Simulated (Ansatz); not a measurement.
Input:

```yaml
crystal:
  lattice:
    - [3.04599, 0.00000, 0.00000]
    - [0.00000, 3.04599, 0.00000]
    - [0.00000, 0.00000, 3.04599]
  atoms:
    - { symbol: Ti, position: [0.00000, 0.00000, 0.00000] }
    - { symbol: Ru, position: [0.50000, 0.50000, 0.50000] }
```

All values below come from PBEsol, DFPT electron-phonon coupling, linearised Boltzmann equation (plane waves, PAW, scalar-relativistic; Ansatz, a program for electronic structure). Cell: relaxed with this functional, without spin-orbit coupling.

Estimate the phonon-limited resistivity at 300 K, by direction if it differs.

5.2 μΩ·cm.

How long is the mean free path there?

34 nm, weighted by the current that each state carries. Wires not much wider than this gain resistivity from their walls.

A metal at this level (no band gap). Only scattering by harmonic phonons is included (no impurities, grain boundaries, electron-electron scattering or thermal expansion). Spin-orbit coupling is left out. Halving the electron mesh (28x28x28) moves the resistivity by up to 5 % at 300 K, the mean free path by up to 3 %. Smearing 0.20 eV; phonons on a 5x5x5 q mesh, which this run doesn't test.

Formula and space group known from diffraction (Crystallography Open Database), not checked to be the room-temperature form: TiRu (Pm-3m).
